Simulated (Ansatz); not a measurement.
The starting structures come from a database of crystals and need not be the phases stable at ambient conditions.

Here is the system:

```
CELL_PARAMETERS angstrom
      4.19870     0.00000     0.00000
     -2.09935     3.63618     0.00000
      2.09935    -1.21206     3.42823
ATOMIC_POSITIONS crystal
  Mg 0.00000 0.00000 0.00000
  Se 0.25000 0.75000 0.25000
```

Space group of this cell: F-43m, zinc blende. The cell is taken as given.

Transport runs along the normal of the first two printed cell vectors, the (111) plane of the conventional cell.

The gap is the functional's own, uncorrected, and κ follows it; spin-orbit coupling is left out. Mid-gap values are interpolated between the computed energies.

Problem. Predict the band gap and the smallest decay constant κ at mid-gap from PBEsol (Ansatz, an electronic-structure program).

Solution. Gap 2.52 eV on a 10×10×10 mesh; κ = 0.171 1/Å, at the zone centre.
